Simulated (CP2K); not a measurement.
Band structure of SnO (Cmc2_1, 8 atoms in the cell).

```yaml
crystal:
  lattice:
    - [3.57576, 0.00000, 0.00000]
    - [-0.74192, 3.49794, 0.00000]
    - [0.00000, 0.00000, 12.15414]
  atoms:
    - { symbol: Sn, position: [0.97221, 0.02779, 0.99983] }
    - { symbol: Sn, position: [0.02779, 0.97221, 0.49983] }
    - { symbol: Sn, position: [0.62356, 0.37644, 0.77072] }
    - { symbol: Sn, position: [0.37644, 0.62356, 0.27072] }
    - { symbol: O, position: [0.59271, 0.40729, 0.94945] }
    - { symbol: O, position: [0.40729, 0.59271, 0.44945] }
    - { symbol: O, position: [0.00475, 0.99525, 0.82154] }
    - { symbol: O, position: [0.99525, 0.00475, 0.32154] }
```

Method of the run: PBEsol, GPW, DZVP-MOLOPT-SR-GTH basis, GTH-PBE potentials (GTH_POTENTIALS) run with CP2K.

Settings: CUTOFF = 450 Ry; REL_CUTOFF = 50 Ry; KPOINTS/SCHEME = MONKHORST-PACK 4 4 2; GAMMA_CENTERED = T; XC_FUNCTIONAL = PBE:PBESOL; Sn/BASIS_SET = DZVP-MOLOPT-SR-GTH; Sn/POTENTIAL = GTH-PBE-q4; O/BASIS_SET = DZVP-MOLOPT-SR-GTH; O/POTENTIAL = GTH-PBE-q6; METHOD = GPW; EPS_DEFAULT = 1e-10; EXTRAPOLATION = USE_GUESS; NGRIDS = 4; SCF_GUESS = ATOMIC.

The starting cell comes from a database of computed structures (which also holds hypothetical and non-ambient phases and stackings), without a prior relaxation at this level. Its lattice was rescaled by a random factor within 2.5 % of one. Values carry the incompleteness of an atom-centred basis. The potentials were made for another functional than the one used.

Predict the gap along the standard path and the places of the band edges.

The gap along the path is 1.51 eV, from Γ to a point between Γ and Y; the smallest direct gap on it is 2.04 eV.

Levels in eV from the top of the valence band on the SCF mesh, bands 17 to 21:
```tsv
point	17	18	19	20	21
Γ	-2.44	-2.40	-1.44	0.00	2.83
X	-1.40	-1.16	-0.99	-0.70	1.72
S	-1.33	-0.91	-0.71	-0.42	1.62
R	-1.08	-1.08	-0.56	-0.56	1.75
A	-1.23	-1.23	-0.90	-0.90	1.94
Z	-2.41	-2.41	-0.62	-0.62	2.81
Y	-1.68	-1.36	-1.16	-0.98	1.56
X1	-1.40	-1.16	-0.99	-0.70	1.72
A1	-1.23	-1.23	-0.90	-0.90	1.94
T	-1.47	-1.47	-1.11	-1.11	1.87
```

Higher empty bands are left out: an atom-centred basis made for the valence describes them poorly.
